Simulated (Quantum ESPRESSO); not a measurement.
**Equation of state of Ga (space group 64): energy against volume (Quantum ESPRESSO, LDA)**

```xyz
4
Lattice="2.1721 -3.6810 0.0000 2.1721 3.6810 0.0000 0.0000 0.0000 4.3538" Properties=species:S:1:pos:R:3 pbc="T T T"
Ga     2.1721     2.5407     4.0012
Ga     2.1721     1.1404     1.8242
Ga     2.1721    -1.1404     2.5296
Ga     2.1721    -2.5407     0.3527
```

Computed with LDA (PZ), GBRV 1.5 ultrasoft (LDA) pseudopotentials (plane waves; Quantum ESPRESSO). Settings: ecutwfc = 65 Ry; ecutrho = 325 Ry; occupations = smearing; smearing = fermi-dirac; degauss = 0.0036749 Ry; potentials = {Ga: ga_lda_v1.4.uspp.F.UPF}; K_POINTS = automatic 9 9 8 0 0 0; conv_thr = 1e-10 Ry. The cell above is the first row's. The rows scale it uniformly. In all rows fractional positions and the k mesh are held. E is the free energy at the stated smearing, counted from the lowest row.

| V (Å^3/atom) | E (meV/atom) |
|---|---|
| 17.406 | ? |
| 17.784 | 4.36 |
| 18.162 | 0.44 |
| 18.541 | 0.00 |
| 18.919 | 2.59 |
| 19.298 | 7.92 |
| 19.676 | 15.66 |
| 20.054 | 25.47 |
| 20.433 | 37.13 |

Question: Fit E against V with the third-order Birch-Murnaghan form, a cubic in V^(-2/3), and predict the withheld value at V = 17.406.

Answer: With u = V^(-2/3) - 0.140, the rows have u = 0.006773, 0.004730, 0.002751, 0.000843, -0.001007, -0.002793, -0.004523, -0.006203. Least squares gives E = 4.696 - 2820.90·u + 398370·u² + 1607099·u³. Residuals (row less fit): -0.004, 0.004, 0.016, -0.012, -0.019, 0.013, 0.014, -0.009; standard error 0.018 (degrees of freedom: 4). Its minimum lies at u = 0.003468, so V0 = (0.143468)^(-3/2) = 18.40. There d²E/du² = 830200 and d³E/du³ = 9643000, so B0 = (4/9) × 18.40^(-7/3) × 830200 × 0.160218 = 66.1 GPa (the last factor turns the table's units into GPa), and B0' = 4 + (2/3) × 0.143468 × (9643000)/830200 = 5.1. The program's pressures in the fitted runs (not shown) pass through zero at V = 18.28, 0.68 % from this V0. At the withheld row, u = 0.008891, so E = 4.696 - 2820.90 × 0.008891 + 398370 × 0.008891² + 1607099 × 0.008891³ = 12.236 meV/atom. The calculation gives 12.24 meV/atom, which the fit meets to the printed digits. The row lies outside the fitted rows, so this is an extrapolation. From the scatter of the fitted rows alone, a prediction at this place has a standard error of 0.052 meV/atom, so the miss is 0.1 times that.

Carrying the step between the two nearest rows on in a straight line would have given 8.28, off by 3.96; series whose last step already gives the withheld value aren't shown. The scan was laid around a cell of about the measured size, scaled by a guess for this functional; axis ratios and inner coordinates come from that cell. The runs keep the symmetry of the cell, so they don't test it for distortions. The shape of the cell and the inner coordinates aren't relaxed, so V0 and B0 belong to this uniform scaling; a relaxed crystal lies no higher in energy and is usually softer (forces reach 0.16 eV/Å in these rows). Cutoffs and mesh are single choices, not tested for convergence of this quantity. Series with a scatter that would blur these digits, or in which a gap closes, are not shown. Nor are scans whose minimum lies at an end fitted in this form.
